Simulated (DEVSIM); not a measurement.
Structure: abrupt GaP p-n junction, at 300 K.

```tsv
layer (left to right)	material	thickness (μm)	Nd (cm⁻³)	Na (cm⁻³)	τn (s)	τp (s)
1	GaP	2.70	-	2e15	8.4e-7	8.4e-7
2	GaP	0.300	4.1e15	-	8.4e-7	8.4e-7
```

Left contact: ohmic. Right contact: ohmic. Voltage is applied to the left contact. Recombination: SRH at mid-gap. Mobility is μmin + (μ − μmin)/(1 + (N/Nref)^α).

Constants are typed, rounded textbook-type inputs, not results; the design itself was drawn at random and stands for no fabricated device. Values at 300 K.

```
parameter         GaP
-------------  ------
gap (eV)         2.26
affinity (eV)     3.8
permittivity     11.1
Nc (cm⁻³)      1.8e19
Nv (cm⁻³)      1.9e19
μn (cm²/Vs)       250
μp (cm²/Vs)       150
μn,min             10
μp,min             10
Nref,n         4.4e18
Nref,p           1e18
αn                0.8
αp               0.85
```

Simulated with DEVSIM: 1D drift-diffusion, Boltzmann statistics, complete ionisation; no tunnelling, impact ionisation, image-force lowering or self-heating.

Question: Tabulate band edges, carrier densities and field at zero bias.

Answer: Energies count from the Fermi level of the right contact; mesh points crowd at the junctions.

```json
[
 {"x (μm)": "0.000", "Ec (eV)": "2.023", "Ev (eV)": "-0.237", "n (cm⁻³)": "< 1e2", "p (cm⁻³)": "2.0e15", "field (V/cm)": "≈ 0"},
 {"x (μm)": "0.01672", "Ec (eV)": "2.023", "Ev (eV)": "-0.237", "n (cm⁻³)": "< 1e2", "p (cm⁻³)": "2.0e15", "field (V/cm)": "≈ 0"},
 {"x (μm)": "0.04771", "Ec (eV)": "2.023", "Ev (eV)": "-0.237", "n (cm⁻³)": "< 1e2", "p (cm⁻³)": "2.0e15", "field (V/cm)": "≈ 0"},
 {"x (μm)": "0.09706", "Ec (eV)": "2.023", "Ev (eV)": "-0.237", "n (cm⁻³)": "< 1e2", "p (cm⁻³)": "2.0e15", "field (V/cm)": "≈ 0"},
 {"x (μm)": "0.2255", "Ec (eV)": "2.023", "Ev (eV)": "-0.237", "n (cm⁻³)": "< 1e2", "p (cm⁻³)": "2.0e15", "field (V/cm)": "≈ 0"},
 {"x (μm)": "0.4137", "Ec (eV)": "2.023", "Ev (eV)": "-0.237", "n (cm⁻³)": "< 1e2", "p (cm⁻³)": "2.0e15", "field (V/cm)": "≈ 0"},
 {"x (μm)": "0.7133", "Ec (eV)": "2.023", "Ev (eV)": "-0.237", "n (cm⁻³)": "< 1e2", "p (cm⁻³)": "2.0e15", "field (V/cm)": "≈ 0"},
 {"x (μm)": "1.456", "Ec (eV)": "2.023", "Ev (eV)": "-0.237", "n (cm⁻³)": "< 1e2", "p (cm⁻³)": "2.0e15", "field (V/cm)": "-30"},
 {"x (μm)": "2.001", "Ec (eV)": "1.951", "Ev (eV)": "-0.309", "n (cm⁻³)": "< 1e2", "p (cm⁻³)": "1.2e14", "field (V/cm)": "-5600"},
 {"x (μm)": "2.295", "Ec (eV)": "1.648", "Ev (eV)": "-0.612", "n (cm⁻³)": "< 1e2", "p (cm⁻³)": "1.0e9", "field (V/cm)": "-15000"},
 {"x (μm)": "2.479", "Ec (eV)": "1.314", "Ev (eV)": "-0.946", "n (cm⁻³)": "< 1e2", "p (cm⁻³)": "2400", "field (V/cm)": "-21000"},
 {"x (μm)": "2.605", "Ec (eV)": "1.022", "Ev (eV)": "-1.238", "n (cm⁻³)": "120", "p (cm⁻³)": "< 1e2", "field (V/cm)": "-25000"},
 {"x (μm)": "2.654", "Ec (eV)": "0.896", "Ev (eV)": "-1.364", "n (cm⁻³)": "16000", "p (cm⁻³)": "< 1e2", "field (V/cm)": "-27000"},
 {"x (μm)": "2.684", "Ec (eV)": "0.813", "Ev (eV)": "-1.447", "n (cm⁻³)": "400000", "p (cm⁻³)": "< 1e2", "field (V/cm)": "-28000"},
 {"x (μm)": "2.705", "Ec (eV)": "0.753", "Ev (eV)": "-1.507", "n (cm⁻³)": "4000000", "p (cm⁻³)": "< 1e2", "field (V/cm)": "-28000"},
 {"x (μm)": "2.724", "Ec (eV)": "0.701", "Ev (eV)": "-1.559", "n (cm⁻³)": "3.0e7", "p (cm⁻³)": "< 1e2", "field (V/cm)": "-27000"},
 {"x (μm)": "2.757", "Ec (eV)": "0.618", "Ev (eV)": "-1.642", "n (cm⁻³)": "7.5e8", "p (cm⁻³)": "< 1e2", "field (V/cm)": "-24000"},
 {"x (μm)": "2.805", "Ec (eV)": "0.508", "Ev (eV)": "-1.752", "n (cm⁻³)": "5.2e10", "p (cm⁻³)": "< 1e2", "field (V/cm)": "-21000"},
 {"x (μm)": "2.897", "Ec (eV)": "0.340", "Ev (eV)": "-1.920", "n (cm⁻³)": "3.5e13", "p (cm⁻³)": "< 1e2", "field (V/cm)": "-15000"},
 {"x (μm)": "2.947", "Ec (eV)": "0.273", "Ev (eV)": "-1.987", "n (cm⁻³)": "4.7e14", "p (cm⁻³)": "< 1e2", "field (V/cm)": "-12000"},
 {"x (μm)": "2.977", "Ec (eV)": "0.240", "Ev (eV)": "-2.019", "n (cm⁻³)": "1.6e15", "p (cm⁻³)": "< 1e2", "field (V/cm)": "-10000"},
 {"x (μm)": "3.000", "Ec (eV)": "0.217", "Ev (eV)": "-2.043", "n (cm⁻³)": "4.1e15", "p (cm⁻³)": "< 1e2", "field (V/cm)": "-9900"}
]
```
